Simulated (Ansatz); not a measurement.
Functionals compared on Cl on the 1x1 (0001) surface of hcp Sc, one in a 2x2 cell, started at the site 'bridge Sc-Sc (span 3.3 Å)', in Ansatz (plane waves, PAW). The structure was relaxed with PBE; the other rows are single points on it, each with its references at the same level. Cutoff 420 eV (500 eV for r2SCAN).

Set-up: 17 atoms, 7.6 Å thick at the start under the adsorbate (thin: gaps and levels are the slab's own); mesh 5x5x1; 0.1 eV smearing; dipole correction on; 8 atoms held, the rest relaxed; held to the start's symmetry, so lower structures may exist; no spin, no spin-orbit, no U, no dispersion correction. At the end it is bonded to 3 Sc. In PBE it is, or lies within 0.03 eV of, the lowest of the starts that converged. These notes are the PBE run's. Adsorption energies are against ½ Cl2(g). A negative adsorption energy means that the adsorbate is more stable on the surface than in its reference.

```json
[
 {"functional": "PBE", "adsorption energy (eV)": "-3.83", "work function of the top face (eV)": "3.47", "change of the work function (eV)": "-0.11", "rough cost of the single point": "–"},
 {"functional": "RPBE", "adsorption energy (eV)": "-3.66", "work function of the top face (eV)": "3.35", "change of the work function (eV)": "-0.14", "rough cost of the single point": "around 90 core-seconds (rough)"},
 {"functional": "r2SCAN", "adsorption energy (eV)": "-4.30", "work function of the top face (eV)": "3.42", "change of the work function (eV)": "-0.23", "rough cost of the single point": "roughly 2.5 core-minutes"}
]
```

Ansatz is an electronic-structure program.
